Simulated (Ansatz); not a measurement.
**PbTe, response to strain**

The parent structure is PbTe in the rock salt structure (space group Fm-3m, No. 225).

```
CELL_PARAMETERS angstrom
      0.00000     3.18980     3.18980
      3.18980     0.00000     3.18980
      3.18980     3.18980     0.00000
ATOMIC_POSITIONS crystal
  Te 0.50000 0.50000 0.50000
  Pb 0.00000 0.00000 0.00000
```

Cartesian axes are those of the cell as printed.

Strains are applied to the cell and any free atomic positions relax; under biaxial strain the out-of-plane vector relaxes too.

Calculations: LDA in Ansatz (plane waves to 420 eV, PAW, scalar-relativistic without spin-orbit coupling).

```tsv
biaxial strain, plane normal [111], relaxed out of plane (%)	out-of-plane strain (%)
0	0.00
0.42	-0.46
0.83	?
1.25	-1.37
1.67	-1.83
2.08	-2.28
2.5	-2.74
```

Task: Fit ε⊥ = −νε + γε² (strains in %) to the rows shown and predict the withheld row.

Result: Least squares on the printed values gives ν = 1.10 (the biaxial Poisson response) and γ = 0.000 (largest residual 0.00 %); this predicts -0.91 %, and the run gives -0.91 %, in agreement.

Stability against distortions was not tested.

Ansatz is a program for electronic structure.
